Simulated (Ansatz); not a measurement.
The starting structures come from a database of crystals and need not be the phases stable at ambient conditions.

Given:

```
CELL_PARAMETERS angstrom
      4.26025     0.00000     0.00000
      0.00000     4.93658     0.00000
      2.13012     0.00000     6.16947
ATOMIC_POSITIONS crystal
  Tl 0.37991 0.75000 0.24018
  Tl 0.62009 0.25000 0.75982
  Cl 0.86730 0.25000 0.26541
  Cl 0.13270 0.75000 0.73459
```

Space group of this cell: Cmcm. The cell was relaxed by PBE-D3(BJ); by PBEsol its mean pressure is -1.9 GPa.

Transport runs along the normal of the first two printed cell vectors.

The gap is the functional's own, uncorrected, and κ follows it; spin-orbit coupling is left out. Mid-gap values are interpolated between the computed energies.

Task: State the band gap and the smallest decay constant κ at mid-gap according to PBEsol (Ansatz, a first-principles code).

Result: Gap 2.39 eV on a 8×6×8 mesh; κ = 0.234 1/Å, at (0.000, 0.500) of the in-plane reciprocal vectors. At the zone centre, at the nearest computed energy, the slowest state has κ = 0.25 1/Å.
